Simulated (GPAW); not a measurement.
GPAW run on CuWSe₂ (P-3m1, 8 atoms in the cell): self-consistent single point

Method of the run: LDA (Perdew-Wang 92), GPAW PAW datasets LDA (gpaw-data 1.0.1) (plane waves; GPAW).

Input:

```python
from ase import Atoms
from ase.units import GPa
from gpaw import GPAW

atoms = Atoms(['Cu', 'Cu', 'W', 'W', 'Se', 'Se', 'Se', 'Se'],
              cell=[[3.339582, 0.000000, 0.000000],
                    [-1.669791, 2.892163, 0.000000],
                    [0.000000, 0.000000, 18.113167]],
              scaled_positions=[[0.666667, 0.333333, 0.459070],
                                [0.333333, 0.666667, 0.540930],
                                [0.666667, 0.333333, 0.233280],
                                [0.333333, 0.666667, 0.766720],
                                [0.666667, 0.333333, 0.861410],
                                [0.333333, 0.666667, 0.138590],
                                [0.333333, 0.666667, 0.329400],
                                [0.666667, 0.333333, 0.670600]],
              pbc=True)

calc = GPAW(mode={'name': 'pw', 'ecut': 850},
            xc='LDA',
            kpts={'size': (10, 10, 2), 'gamma': True},
            occupations={'name': 'marzari-vanderbilt', 'width': 0.1},
            nbands=-12,
            symmetry={'symmorphic': False, 'tolerance': 0.0005},
            maxiter=100,
            txt='-')

atoms.calc = calc

energy = atoms.get_potential_energy()
print('Energy (eV):', round(energy, 6))
forces = atoms.get_forces()
print('Forces (eV/Ang):')
print(forces.round(5))
stress = atoms.get_stress()
print('Stress (GPa, Voigt):', (stress / GPa).round(4))
```

The program printed (abridged):

```
Input parameters:
  kpts: {gamma: True,
         size: (10, 10, 2)}
  maxiter: 100
  mode: {ecut: 850,
         name: pw}
  nbands: -12
  occupations: {name: marzari-vanderbilt,
                width: 0.1}
  symmetry: {symmorphic: False,
             tolerance: 0.0005}

species:
  Cu:
    name: Copper
    Z: 29.0
    valence: 11
    core: 18
    charge: 0.0
    file: Cu.LDA.gz

    # Using partial waves for Cu as LCAO basis

  W:
    name: Tungsten
    Z: 74.0
    valence: 14
    core: 60
    charge: 0.0
    file: W.LDA.gz

    # Using partial waves for W as LCAO basis

  Se:
    name: Selenium
    Z: 34.0
    valence: 6
    core: 28
    charge: 0.0
    file: Se.LDA.gz

    # Using partial waves for Se as LCAO basis

Reference energy: -1231003.101084  # eV

Spin-paired calculation

Convergence criteria:
 Maximum [total energy] change in last 3 cyles: 0.0005 eV / valence electron
 Maximum integral of absolute [dens]ity change: 0.0001 electrons / valence electron
 Maximum integral of absolute [eigenst]ate change: 4e-08 eV^2 / valence electron
 Maximum number of scf [iter]ations: 100

Symmetries present (total): 12
Symmetries with fractional translations: 0
200 k-points: 10 x 10 x 2 Monkhorst-Pack grid + [1/20,1/20,1/4]
28 k-points in the irreducible part of the Brillouin zone
       k-points in crystal coordinates                weights
   0:     0.00000000    0.00000000    0.00000000          1/200
   1:     0.00000000    0.00000000    0.50000000          1/200
   2:     0.10000000    0.00000000    0.00000000          6/200
   [... 7 lines left out ...]
          ...
  27:     0.50000000    0.50000000    0.50000000          3/200

Wave functions: Plane wave expansion
  Cutoff energy: 850.000 eV
  Number of coefficients (min, max): 9758, 9894
  Pulay-stress correction: 0.000000 eV/Ang^3 (de/decut=0.000000)

Occupation numbers: Marzari-Vanderbilt:
  width: 0.1000  # eV

Eigensolver

Densities:
  Coarse grid: 24*24*125 grid
  Fine grid: 48*48*250 grid
  Total Charge: 0.000000

Density mixing:
  Method: separate
  Backend: pulay
  Linear mixing parameter: 0.05
  old densities: 5
  Damping of long wavelength oscillations: 50

Hamiltonian:
  XC and Coulomb potentials evaluated on a 48*48*250 grid
  External potential:
    NoExternalPotential

Number of atoms: 8
Number of atomic orbitals: 60
Number of bands in calculation: 49
Number of valence electrons: 74
Bands to converge: occupied

Density initialized from atomic densities
  49 bands from LCAO basis set

Atomic positions and initial magnetic moments

Positions:
   0 Cu     1.669793    0.964053    8.315212    ( 0.0000,  0.0000,  0.0000)
   1 Cu    -0.000002    1.928110    9.797955    ( 0.0000,  0.0000,  0.0000)
   2 W      1.669793    0.964053    4.225440    ( 0.0000,  0.0000,  0.0000)
   3 W     -0.000002    1.928110   13.887727    ( 0.0000,  0.0000,  0.0000)
   4 Se     1.669793    0.964053   15.602863    ( 0.0000,  0.0000,  0.0000)
   5 Se    -0.000002    1.928110    2.510304    ( 0.0000,  0.0000,  0.0000)
   6 Se    -0.000002    1.928110    5.966477    ( 0.0000,  0.0000,  0.0000)
   7 Se     1.669793    0.964053   12.146690    ( 0.0000,  0.0000,  0.0000)

Unit cell:
           periodic     x           y           z      points  spacing
  1. axis:    yes    3.339582    0.000000    0.000000    24     0.1205
  2. axis:    yes   -1.669791    2.892163    0.000000    24     0.1205
  3. axis:    yes    0.000000    0.000000   18.113167   125     0.1449

  Lengths:   3.339582   3.339582  18.113167
  Angles:   90.000000  90.000000 119.999999

Effective grid spacing dv^(1/3) = 0.1344

     iter     time        total  log10-change:
                         energy   eigst   dens
iter:   1 --:--:--   -53.922900
iter:   2 --:--:--   -53.251098   -1.33  -1.31
iter:   3 --:--:--   -53.002897   -2.09  -1.31
iter:   4 --:--:--   -52.448142   -0.94  -1.34
iter:   5 --:--:--   -52.486516   -1.58  -1.60
iter:   6 --:--:--   -52.431327   -3.03  -1.81
iter:   7 --:--:--   -52.239488   -1.60  -1.83
iter:   8 --:--:--   -52.236964   -2.59  -1.91
iter:   9 --:--:--   -52.226122c  -3.61  -2.18
iter:  10 --:--:--   -52.227979c  -2.70  -2.29
iter:  11 --:--:--   -52.214295c  -2.85  -2.44
iter:  12 --:--:--   -52.213312c  -4.19  -2.79
iter:  13 --:--:--   -52.212459c  -4.25  -2.93
iter:  14 --:--:--   -52.212112c  -4.66  -3.05
   [... 2 lines left out ...]
iter:  17 --:--:--   -52.212043c  -5.37  -3.32
iter:  18 --:--:--   -52.212038c  -6.15  -3.56
iter:  19 --:--:--   -52.212019c  -5.70  -3.61
iter:  20 --:--:--   -52.212015c  -6.55  -3.83
iter:  21 --:--:--   -52.212012c  -6.35  -3.93
iter:  22 --:--:--   -52.212008c  -6.36  -4.18c
iter:  23 --:--:--   -52.212008c  -7.47c -4.43c

Converged after 23 iterations.

Dipole moment: (-0.000000, 0.000000, 0.000000) |e|*Ang

Energy contributions relative to reference atoms: (reference = -1231003.101084)

Kinetic:        -13.572880
Potential:       +2.657149
External:        +0.000000
XC:             -41.252486
Entropy (-ST):   -0.006547
Local:           -0.037244
SIC:             +0.000000
--------------------------
Free energy:    -52.212008
Extrapolated:   -52.212008

Showing only first 2 kpts
 Kpt  Band  Eigenvalues  Occupancy
  0    35      5.16889    2.00000
  0    36      5.47934    2.00000
  0    37      8.31494    0.00000
  0    38      8.31496    0.00000

  1    35      5.16251    2.00000
  1    36      5.52436    2.00000
  1    37      8.31486    0.00000
  1    38      8.31488    0.00000

Fermi level: 6.73274

No gap
No difference between direct/indirect transitions
Energy (eV): -52.212008

Forces in eV/Ang:
  0 Cu   -0.00000    0.00000    0.40830
  1 Cu    0.00000   -0.00000   -0.40830
  2 W     0.00000   -0.00000   -0.08024
  3 W     0.00000    0.00000    0.08024
  4 Se   -0.00000    0.00000   -1.36119
  5 Se   -0.00000    0.00000    1.36119
  6 Se    0.00000   -0.00000   -1.00614
  7 Se   -0.00000    0.00000    1.00614

Stress tensor:
     0.067003     0.000000     0.000000
     0.000000     0.067003     0.000000
     0.000000     0.000000     0.068520
Stress (GPa, Voigt): [10.735  10.735  10.9781  0.      0.      0.    ]
```

The run converged in 23 iterations. GPAW prints stress with tension positive.

The starting cell comes from a database of computed structures (which also holds hypothetical and non-ambient phases and stackings), without a prior relaxation at this level. Its lattice was rescaled by a random factor within 2.5 % of one. Spin-orbit coupling is off. Spin polarisation is off. With a pressure of about -11 GPa the cell is away from its equilibrium volume at this level. Forces in this geometry exceed 1 eV/Å.

Cost on one core of a shared machine: roughly 8 min.
